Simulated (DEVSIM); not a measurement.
System: In0.49Ga0.51P/GaAs n-p heterojunction, at 250 K.

```csv
layer (left to right),material,thickness (μm),Nd (cm⁻³),Na (cm⁻³),τn (s),τp (s)
1,In0.49Ga0.51P,0.300,1.5e16,-,3.4e-9,3.4e-9
2,GaAs,1.30,-,7.8e13,3.4e-9,3.4e-9
```

Left contact: ohmic. Right contact: ohmic. Voltage is applied to the left contact. Recombination: SRH at mid-gap. Mobility is μmin + (μ − μmin)/(1 + (N/Nref)^α).

Constants are typed, rounded textbook-type inputs, not results; the design itself was drawn at random and stands for no fabricated device. Values at 300 K; Nc and Nv go as T^1.5, mobilities as T to minus their exponent, the gap by Varshni's rule with the affinity fixed.

| parameter | In0.49Ga0.51P | GaAs |
|---|---|---|
| gap (eV) | 1.89 | 1.424 |
| affinity (eV) | 4 | 4.07 |
| permittivity | 11.8 | 12.9 |
| Nc (cm⁻³) | 9e17 | 4.7e17 |
| Nv (cm⁻³) | 1.3e19 | 9e18 |
| μn (cm²/Vs) | 1500 | 8500 |
| μp (cm²/Vs) | 80 | 400 |
| μn,min | 400 | 500 |
| μp,min | 15 | 20 |
| Nref,n | 2e16 | 6e16 |
| Nref,p | 1.5e17 | 1.5e17 |
| αn | 0.7 | 0.39 |
| αp | 0.8 | 0.38 |
| T exponent of μn | 1.66 | 2.1 |
| T exponent of μp | 2 | 2.2 |
| Varshni α (eV/K) | 0.0005 | 0.000541 |
| Varshni β (K) | 250 | 204 |

DEVSIM, 1D drift-diffusion, Boltzmann statistics, complete ionisation; no tunnelling, impact ionisation, image-force lowering or self-heating. Band offsets follow the typed affinities; no thermionic-emission limit at abrupt steps, no polarisation charge.

Tabulate band edges, carrier densities and field at -1.05 V on the left contact.

Energies count from the Fermi level of the right contact; mesh points crowd at the junctions.

| x (μm) | Ec (eV) | Ev (eV) | n (cm⁻³) | p (cm⁻³) | field (V/cm) |
|---|---|---|---|---|---|
| 0.000 | 1.132 | -0.777 | 1.5e16 | < 1e2 | -24 |
| 0.005142 | 1.132 | -0.777 | 1.5e16 | < 1e2 | -24 |
| 0.01644 | 1.132 | -0.777 | 1.5e16 | 130 | -24 |
| 0.03860 | 1.132 | -0.777 | 1.5e16 | 300 | -22 |
| 0.1074 | 1.132 | -0.777 | 1.5e16 | 820 | 17 |
| 0.1963 | 1.134 | -0.775 | 1.3e16 | 1600 | 750 |
| 0.2537 | 1.146 | -0.763 | 7.7e15 | 3500 | 4200 |
| 0.2851 | 1.166 | -0.743 | 3.0e15 | 9300 | 8900 |
| 0.2952 | 1.176 | -0.733 | 1.9e15 | 15000 | 11000 |
| 0.3002 | 1.112 | -0.334 | 1.9e16 | 1.1e12 | 11000 |
| 0.3056 | 1.117 | -0.329 | 1.5e16 | 1.5e12 | 9500 |
| 0.3228 | 1.131 | -0.315 | 7.9e15 | 2.8e12 | 6900 |
| 0.3524 | 1.147 | -0.299 | 3.6e15 | 6.0e12 | 4600 |
| 0.4188 | 1.170 | -0.276 | 1.3e15 | 1.7e13 | 2600 |
| 0.6221 | 1.200 | -0.246 | 2.9e14 | 6.8e13 | 790 |
| 0.9500 | 1.211 | -0.235 | 1.2e14 | 1.2e14 | 51 |
| 1.302 | 1.208 | -0.238 | 5.4e13 | 1.0e14 | -190 |
| 1.459 | 1.204 | -0.242 | 2.7e13 | 9.0e13 | -240 |
| 1.550 | 1.202 | -0.244 | 1.0e13 | 8.2e13 | -250 |
| 1.578 | 1.202 | -0.245 | 4.5e12 | 8.0e13 | -250 |
| 1.593 | 1.201 | -0.245 | 1.6e12 | 7.9e13 | -250 |
| 1.600 | 1.201 | -0.245 | < 1e2 | 7.8e13 | -250 |
